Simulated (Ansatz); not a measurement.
# AlAs (model structure, started from the CsCl type, Pm-3m, No. 221, 2 atoms in the cell): properties by level of theory

```csv
level (code),equilibrium lattice constant a (Å),enthalpy of formation (eV/atom)
PBE (Ansatz),3.290,0.133
PBEsol (Ansatz),3.250,0.090
PBE-D3(BJ) (Ansatz),___,___
```

Problem. Some entries are withheld; supply them.

Solution. 
- PBE-D3(BJ) (Ansatz, an electronic-structure program), equilibrium lattice constant a (Å): 3.235
- PBE-D3(BJ) (Ansatz), enthalpy of formation (eV/atom): 0.104

Ansatz's density-functional and Hartree–Fock values are scalar-relativistic unless marked +SOC, with PAW data made under PBE.

The computed numbers hold no vibrational or temperature effects.

A model structure was made by putting elements into a prototype or built by hand; it is no filed structure, need not be a known phase, and can be a saddle point held by its symmetry.
